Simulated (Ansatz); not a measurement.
End structure of a constructed model of the (111) surface of fcc Cu, p(2x2) surface alloy, Ge on one Cu site of the top plane (bottom of the slab: a bare face, its two planes held):

```yaml
crystal:
  lattice:
    - [5.13360, 0.00000, 0.00000]
    - [-2.56680, 4.44582, 0.00000]
    - [0.00000, 0.00000, 26.50000]
  atoms:
    - { symbol: Cu, position: [0.16667, 0.83333, 0.30262] }
    - { symbol: Cu, position: [0.16667, 0.33333, 0.30262] }
    - { symbol: Cu, position: [0.66667, 0.83333, 0.30262] }
    - { symbol: Cu, position: [0.66667, 0.33333, 0.30262] }
    - { symbol: Cu, position: [0.33333, 0.66667, 0.38171] }
    - { symbol: Cu, position: [0.33333, 0.16667, 0.38171] }
    - { symbol: Cu, position: [0.83333, 0.66667, 0.38171] }
    - { symbol: Cu, position: [0.83333, 0.16667, 0.38171] }
    - { symbol: Cu, position: [0.50011, 0.49989, 0.46030] }
    - { symbol: Cu, position: [0.50011, 0.00021, 0.46030] }
    - { symbol: Cu, position: [0.99979, 0.49989, 0.46030] }
    - { symbol: Cu, position: [0.00000, 0.00000, 0.46046] }
    - { symbol: Cu, position: [0.66667, 0.33333, 0.53967] }
    - { symbol: Cu, position: [0.66627, 0.83314, 0.53921] }
    - { symbol: Cu, position: [0.16686, 0.33373, 0.53921] }
    - { symbol: Cu, position: [0.16686, 0.83314, 0.53921] }
    - { symbol: Cu, position: [0.83384, 0.16616, 0.61845] }
    - { symbol: Cu, position: [0.83384, 0.66769, 0.61845] }
    - { symbol: Cu, position: [0.33231, 0.16616, 0.61845] }
    - { symbol: Cu, position: [0.33333, 0.66667, 0.61796] }
    - { symbol: Ge, position: [0.00000, 0.00000, 0.70514] }
    - { symbol: Cu, position: [0.99996, 0.49998, 0.69782] }
    - { symbol: Cu, position: [0.50002, 0.00004, 0.69782] }
    - { symbol: Cu, position: [0.50002, 0.49998, 0.69782] }
```

Model: 24-atom slab, 10.5 Å thick at the start (thin: gaps and levels are the slab's own), 9x9x1 mesh, Fermi-Dirac 0.1 eV, dipole correction, 8 atoms held, the rest relaxed; symmetry of the start imposed; no spin, no spin-orbit, no U. It is one candidate, not shown to be the stable structure of the face.

### Question
Estimate the work function of the top face that PBE run with Ansatz (a program for electronic structure) returns for this input.

### Answer
4.63 eV
